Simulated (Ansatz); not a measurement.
Cost and result by functional for the surface energy of the (10-10) surface of 4H silicon carbide in its 1x1 cell (cut with top plane C + Si, bottom plane C + Si), relaxed from an ideal cut (the real face may reconstruct), outermost plane spacing 0.89 Å in the ideal cut, in Ansatz (plane waves, PAW). Single points on the PBE structure, on one kind of machine; costs are rough ratios of the slab run's core time (references not counted) to the cheapest single point. r2SCAN's cost holds its higher cutoff (500 against 420 eV). Differences are taken against HSE06 for comparison alone: no measured value is at hand, so the table doesn't rank accuracy. HSE06 ran on a coarser k-mesh, which lowers its cost and carries part of its shift.

Slab: 40 atoms, C20Si20, 12.5 Å thick at the start; k 8x3x1, smearing 0.025 eV, dipole-corrected; all atoms relaxed; symmetry of the start imposed; no spin, no spin-orbit, no U. These notes are the PBE run's.

```
functional                     relative cost  surface energy (J/m²)  less HSE06 (J/m²)
-----------------------------  -------------  ---------------------  -----------------
LDA                                        1                   3.16              -0.08
RPBE                                       1                   2.71              -0.52
PBEsol                                     1                   3.05              -0.19
r2SCAN                                     2                   3.15              -0.09
HSE06                                     10                   3.23               0.00
PBE (the relaxed run's value)              –                   2.86              -0.37
```

The values span 0.52 J/m², while the single points' costs differ by a factor of roughly 10. Differences are of unrounded values.

Ansatz is a first-principles code.
